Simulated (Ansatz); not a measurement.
The (100) surface of alpha tin, 3x1 monohydride and dihydride rows (bottom of the slab: dihydride, held)

Method: r2SCAN, at the PBE geometry (plane waves to 500 eV, PAW; Ansatz, a quantum-chemistry and plane-wave program).

Model: 34-atom slab, 14.3 Å thick at the start with caps and adatoms, 2x6x1 mesh, Fermi-Dirac 0.025 eV, dipole correction, single point; on the structure that PBE left under its start's symmetry; no spin, no spin-orbit, no U. It is one candidate, not shown to be the stable structure of the face.

- gap of the slab on its k-mesh: 0.54 eV
- highest filled level below the top vacuum level: 4.85 eV
- cost: about 8 core-minutes (a rough figure)
